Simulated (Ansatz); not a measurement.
System: Mo₃Si (model structure, started from the D03 type, Fm-3m, No. 225, 4 atoms in the cell). Method: LDA (Ansatz, a quantum-chemistry and plane-wave program, PAW).

Numerical settings: plane-wave cutoff 520 eV, 14×14×14 k mesh, Fermi–Dirac smearing 0.05 eV, no spin polarisation, scalar-relativistic PAW data made under PBE.

Cell (relaxed at this level):

```
CELL_PARAMETERS angstrom
      0.00000     3.05261     3.05261
      3.05261     0.00000     3.05261
      3.05261     3.05261     0.00000
ATOMIC_POSITIONS crystal
  Si 0.00000 0.00000 0.00000
  Mo 0.50000 0.50000 0.50000
  Mo 0.25000 0.25000 0.25000
  Mo 0.75000 0.75000 0.75000
```

Q: Estimate the bulk modulus B0 that the calculation returns.

A: 
bulk modulus B0: 269 GPa

Note: the run has no spin polarisation, so it can have missed a magnetic state; the bulk modulus is −V dP/dV from two relaxed cells at ±2 % in volume; the relaxation could raise the start's symmetry but not lower it, so the cell can be a saddle point.

The computed numbers hold no vibrational or temperature effects.

A model structure was made by putting elements into a prototype or built by hand; it is no filed structure, need not be a known phase, and can be a saddle point held by its symmetry.
